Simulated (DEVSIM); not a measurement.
Structure: TaN/HfO2/p-Si capacitor, at 250 K.

| layer (left to right) | material | thickness (nm) | Na (cm⁻³) |
|---|---|---|---|
| 1 | HfO2 | 14.0 | - |
| 2 | Si | 350 | 2.7e18 |

Metal gate on the left, work function 4.4 eV. Fixed charge at the semiconductor interface 0 cm⁻² (in units of +e); no interface traps.

Constants are typed, rounded textbook-type inputs, not results; the design itself was drawn at random and stands for no fabricated device. Values at 300 K; Nc and Nv go as T^1.5, mobilities as T to minus their exponent, the gap by Varshni's rule with the affinity fixed.

| parameter | HfO2 | Si |
|---|---|---|
| gap (eV) | 5.7 | 1.124 |
| affinity (eV) | 2.5 | 4.05 |
| permittivity | 22 | 11.7 |
| Nc (cm⁻³) | - | 2.86e19 |
| Nv (cm⁻³) | - | 3.1e19 |
| Varshni α (eV/K) | - | 0.000473 |
| Varshni β (K) | - | 636 |

Model (solved in DEVSIM): 1D Poisson equation in equilibrium, Boltzmann statistics, complete ionisation; no quantum confinement or tunnelling. Metal contacts follow the ideal Schottky-Mott rule: no Fermi-level pinning, no interface dipoles.

Task: Tabulate band edges, carrier densities and field at 0.2 V on the gate.

Result: Energies count from the Fermi level of the right contact; mesh points crowd at the junctions.

```json
[
 {"x (μm)": "0.000", "Ec (eV)": "1.700", "Ev (eV)": "-4.000", "n (cm⁻³)": "< 1e2", "p (cm⁻³)": "< 1e2", "field (V/cm)": "330000"},
 {"x (μm)": "0.0009910", "Ec (eV)": "1.733", "Ev (eV)": "-3.967", "n (cm⁻³)": "< 1e2", "p (cm⁻³)": "< 1e2", "field (V/cm)": "330000"},
 {"x (μm)": "0.002570", "Ec (eV)": "1.784", "Ev (eV)": "-3.916", "n (cm⁻³)": "< 1e2", "p (cm⁻³)": "< 1e2", "field (V/cm)": "330000"},
 {"x (μm)": "0.005380", "Ec (eV)": "1.877", "Ev (eV)": "-3.823", "n (cm⁻³)": "< 1e2", "p (cm⁻³)": "< 1e2", "field (V/cm)": "330000"},
 {"x (μm)": "0.01005", "Ec (eV)": "2.030", "Ev (eV)": "-3.670", "n (cm⁻³)": "< 1e2", "p (cm⁻³)": "< 1e2", "field (V/cm)": "330000"},
 {"x (μm)": "0.01227", "Ec (eV)": "2.103", "Ev (eV)": "-3.597", "n (cm⁻³)": "< 1e2", "p (cm⁻³)": "< 1e2", "field (V/cm)": "330000"},
 {"x (μm)": "0.01351", "Ec (eV)": "2.144", "Ev (eV)": "-3.556", "n (cm⁻³)": "< 1e2", "p (cm⁻³)": "< 1e2", "field (V/cm)": "330000"},
 {"x (μm)": "0.01470", "Ec (eV)": "0.653", "Ev (eV)": "-0.483", "n (cm⁻³)": "1500000", "p (cm⁻³)": "4.3e9", "field (V/cm)": "590000"},
 {"x (μm)": "0.01638", "Ec (eV)": "0.746", "Ev (eV)": "-0.390", "n (cm⁻³)": "20000", "p (cm⁻³)": "3.2e11", "field (V/cm)": "520000"},
 {"x (μm)": "0.01934", "Ec (eV)": "0.881", "Ev (eV)": "-0.255", "n (cm⁻³)": "< 1e2", "p (cm⁻³)": "1.7e14", "field (V/cm)": "400000"},
 {"x (μm)": "0.02517", "Ec (eV)": "1.041", "Ev (eV)": "-0.095", "n (cm⁻³)": "< 1e2", "p (cm⁻³)": "2.8e17", "field (V/cm)": "160000"},
 {"x (μm)": "0.04051", "Ec (eV)": "1.089", "Ev (eV)": "-0.047", "n (cm⁻³)": "< 1e2", "p (cm⁻³)": "2.7e18", "field (V/cm)": "370"},
 {"x (μm)": "0.06531", "Ec (eV)": "1.089", "Ev (eV)": "-0.047", "n (cm⁻³)": "< 1e2", "p (cm⁻³)": "2.7e18", "field (V/cm)": "≈ 0"},
 {"x (μm)": "0.1090", "Ec (eV)": "1.089", "Ev (eV)": "-0.047", "n (cm⁻³)": "< 1e2", "p (cm⁻³)": "2.7e18", "field (V/cm)": "≈ 0"},
 {"x (μm)": "0.2260", "Ec (eV)": "1.089", "Ev (eV)": "-0.047", "n (cm⁻³)": "< 1e2", "p (cm⁻³)": "2.7e18", "field (V/cm)": "≈ 0"},
 {"x (μm)": "0.2918", "Ec (eV)": "1.089", "Ev (eV)": "-0.047", "n (cm⁻³)": "< 1e2", "p (cm⁻³)": "2.7e18", "field (V/cm)": "≈ 0"},
 {"x (μm)": "0.3251", "Ec (eV)": "1.089", "Ev (eV)": "-0.047", "n (cm⁻³)": "< 1e2", "p (cm⁻³)": "2.7e18", "field (V/cm)": "≈ 0"},
 {"x (μm)": "0.3441", "Ec (eV)": "1.089", "Ev (eV)": "-0.047", "n (cm⁻³)": "< 1e2", "p (cm⁻³)": "2.7e18", "field (V/cm)": "≈ 0"},
 {"x (μm)": "0.3558", "Ec (eV)": "1.089", "Ev (eV)": "-0.047", "n (cm⁻³)": "< 1e2", "p (cm⁻³)": "2.7e18", "field (V/cm)": "≈ 0"},
 {"x (μm)": "0.3602", "Ec (eV)": "1.089", "Ev (eV)": "-0.047", "n (cm⁻³)": "< 1e2", "p (cm⁻³)": "2.7e18", "field (V/cm)": "≈ 0"},
 {"x (μm)": "0.3625", "Ec (eV)": "1.089", "Ev (eV)": "-0.047", "n (cm⁻³)": "< 1e2", "p (cm⁻³)": "2.7e18", "field (V/cm)": "≈ 0"},
 {"x (μm)": "0.3640", "Ec (eV)": "1.089", "Ev (eV)": "-0.047", "n (cm⁻³)": "< 1e2", "p (cm⁻³)": "2.7e18", "field (V/cm)": "≈ 0"}
]
```
